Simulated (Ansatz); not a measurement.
## A constructed model of the (100) surface of fcc Al, a layer of Pd in place of the second plane (bottom of the slab: a bare face, its two planes held)

Method: PBE (plane waves to 420 eV, PAW; Ansatz, an electronic-structure program).

Set-up: 6 atoms, 10.3 Å thick at the start (thin: gaps and levels are the slab's own); mesh 13x13x1; 0.1 eV smearing; dipole correction on; 2 atoms held, the rest relaxed; held to the start's symmetry, so lower structures may exist; no spin, no spin-orbit, no U. It is one candidate, not shown to be the stable structure of the face.

| Quantity | Value |
|---|---|
| work function of the top face | 4.61 eV |
| energy released by relaxation | 0.45 eV |
| cost | about 70 core-seconds (a rough figure) |
